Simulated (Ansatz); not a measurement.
Start from AlP in the zinc blende structure (space group F-43m, No. 216; a = 5.4703 Å). Axes: x, y, z lie along the cube axes.

It is then changed as follows: biaxial strain +4.47 %, plane normal [110], relaxed out of plane (Cartesian); in-plane vectors clamped, the third vector and the atoms free.

Levels (all Ansatz, a quantum-chemistry and plane-wave program, PAW, earlier PAW set): PBEsol (420 eV, no spin-orbit coupling); PBEsol+SOC (420 eV, noncollinear with spin-orbit coupling).

The geometry is relaxed with PBEsol.

* **PBEsol band gap**: 1.15 eV
* **PBEsol valence-band top at Γ**: 0.00, -0.47, -0.52 eV
* **PBEsol smallest direct gap**: 2.10 eV

### Question
Predict the band gap, valence-band top at Γ and smallest direct gap from PBEsol+SOC.

### Answer
The band gap remains 1.15 eV; the valence-band top at Γ (three highest Kramers pairs, from the VBM) becomes 0.00, -0.47, -0.53 eV (PBEsol: 0.00, -0.47, -0.52 eV); the smallest direct gap remains 2.10 eV.

A biaxial case was relaxed in a doubled cell and then solved in the primitive one. Single points use the geometry relaxed with PBEsol. Differences between runs with and without spin-orbit coupling are approximate. Whether these cells are dynamically stable was not tested.
